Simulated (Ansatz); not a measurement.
## GeSe (Fm-3m, No. 225, 2 atoms in the cell; start mp-10759; a measured phase of this formula has another space group)

Computed with LDA in Ansatz (PAW).

Settings: plane-wave cutoff 520 eV, 10×10×10 k mesh, scalar-relativistic PAW data made under PBE.

Cell (relaxed at this level):

```cif
data_GeSe
_chemical_formula_sum 'Ge1 Se1'
_space_group_name_H-M_alt 'P 1'
_space_group_IT_number 1
_cell_length_a 3.90096
_cell_length_b 3.90096
_cell_length_c 3.90096
_cell_angle_alpha 60.000
_cell_angle_beta 60.000
_cell_angle_gamma 60.000
loop_
_space_group_symop_operation_xyz
  'x, y, z'
loop_
_atom_site_label
_atom_site_type_symbol
_atom_site_fract_x
_atom_site_fract_y
_atom_site_fract_z
_atom_site_occupancy
Ge1 Ge 0.00000 0.00000 0.00000 1
Se1 Se 0.50000 0.50000 0.50000 1
```

- Voigt–Reuss–Hill bulk modulus: 70.6 GPa
- polycrystal shear modulus (Hill average): 51.5 GPa
- Young modulus: 124 GPa
- Poisson ratio: 0.207

Note: the relaxation could not lower the start's symmetry, so the cell can be a saddle point above a distorted one.

Elastic constants are with the ions relaxed.

Computed values are for the static lattice.

Cost on a shared machine: about 40 core-seconds (a rough figure).

A start named mp-… is a Materials Project structure, which need not be a measured phase.

Ansatz is a quantum-chemistry and plane-wave program.
